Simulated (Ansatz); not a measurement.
The parent structure is Ti in the hcp (Mg type) structure (space group P6_3/mmc, No. 194; relaxed with 0.1 eV smearing).

```
CELL_PARAMETERS angstrom
      2.90164     0.00000     0.00000
     -1.45082     2.51289     0.00000
      0.00000     0.00000     4.59296
ATOMIC_POSITIONS crystal
  Ti 0.66667 0.33333 0.75000
  Ti 0.33333 0.66667 0.25000
```

Cartesian axes are those of the cell as printed.

All numbers come from PBEsol (Ansatz, a first-principles code, PAW, no spin-orbit coupling).

Before the change:

```
Quantity   Result
--------  -------
Pressure  0.0 GPa
```

Now apply this change: the cell is stretched by 0.50 % along x with no lateral relaxation; the atoms relax in the strained cell.

Problem. What happens to the energy relative to the base and pressure?

Solution. The energy is nearly the same; the pressure (mean of the normal stresses, compression positive) goes from zero to -0.6 GPa.

Whether these cells are dynamically stable was not tested. The final runs are not spin-polarised.
